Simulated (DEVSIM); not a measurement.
Device: abrupt InP p-n junction, at 300 K.

```
layer (left to right)  material  thickness (μm)  Nd (cm⁻³)  Na (cm⁻³)  τn (s)  τp (s)
---------------------  --------  --------------  ---------  ---------  ------  ------
1                           InP            42.0          -     2.8e15   9e-10   9e-10
2                           InP             140     3.5e15          -   9e-10   9e-10
```

Left contact: ohmic. Right contact: ohmic. Voltage is applied to the left contact. Recombination: SRH at mid-gap, radiative, Auger. Mobility is μmin + (μ − μmin)/(1 + (N/Nref)^α).

Constants are typed, rounded textbook-type inputs, not results; the design itself was drawn at random and stands for no fabricated device. Values at 300 K.

| parameter | InP |
|---|---|
| gap (eV) | 1.344 |
| affinity (eV) | 4.38 |
| permittivity | 12.5 |
| Nc (cm⁻³) | 5.7e17 |
| Nv (cm⁻³) | 1.1e19 |
| μn (cm²/Vs) | 5200 |
| μp (cm²/Vs) | 170 |
| μn,min | 400 |
| μp,min | 10 |
| Nref,n | 3e17 |
| Nref,p | 4.9e17 |
| αn | 0.47 |
| αp | 0.62 |
| B (cm³/s) | 1.2e-10 |
| Cn (cm⁶/s) | 9e-31 |
| Cp (cm⁶/s) | 9e-31 |

DEVSIM, 1D drift-diffusion, Boltzmann statistics, complete ionisation; no tunnelling, impact ionisation, image-force lowering or self-heating.

The doping Nd of layer 2 was swept, all else fixed.

```tsv
doping Nd of layer 2 (cm^-3)	largest field in the device at zero bias (V/cm)	potential step across the device at zero bias (V)	dark forward voltage at 1 A/cm² (V)
1e14	5100	0.906	1.041
3.5e14	8900	0.939	0.934
1e15	14000	0.966	0.914
3.5e15	21000	0.998	0.909
1e16	25000	1.026	0.908
3.5e16	28000	1.058	0.907
1e17	?	1.085	0.907
```

Complete the blanks.


- 1e17, largest field in the device at zero bias (V/cm): 30000
